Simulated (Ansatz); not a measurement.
Ti2InC, treated with HSE06 (Ansatz, a first-principles code, PAW).

Run with plane-wave cutoff 520 eV, 12×12×2 k mesh (along the axes of the cell as run), Fermi–Dirac smearing 0.03 eV, no spin polarisation, scalar-relativistic PAW data made under PBE.

Starting structure:

```
CELL_PARAMETERS angstrom
      3.13559     0.00000     0.00000
     -1.56780     2.71550     0.00000
      0.00000     0.00000    14.13051
ATOMIC_POSITIONS crystal
  Ti 0.66667 0.33333 0.57876
  Ti 0.33333 0.66667 0.42124
  Ti 0.33333 0.66667 0.07876
  Ti 0.66667 0.33333 0.92124
  In 0.66667 0.33333 0.25000
  In 0.33333 0.66667 0.75000
  C  0.00000 0.00000 0.50000
  C  0.00000 0.00000 0.00000
```

Problem. Into what structure does the relaxation of cell and atoms lead at this level, with the symmetry of the start kept?

Solution. The volume falls by 1.4 %; final space group P6_3/mmc.
```
CELL_PARAMETERS angstrom
      3.11492     0.00000     0.00000
     -1.55746     2.69760     0.00000
      0.00000     0.00000    14.11669
ATOMIC_POSITIONS crystal
  Ti 0.66667 0.33333 0.57806
  Ti 0.33333 0.66667 0.42194
  Ti 0.33333 0.66667 0.07806
  Ti 0.66667 0.33333 0.92194
  In 0.66667 0.33333 0.25000
  In 0.33333 0.66667 0.75000
  C  0.00000 0.00000 0.50000
  C  0.00000 0.00000 0.00000
```

Note: the relaxation could not lower the start's symmetry, so the cell can be a saddle point above a distorted one.
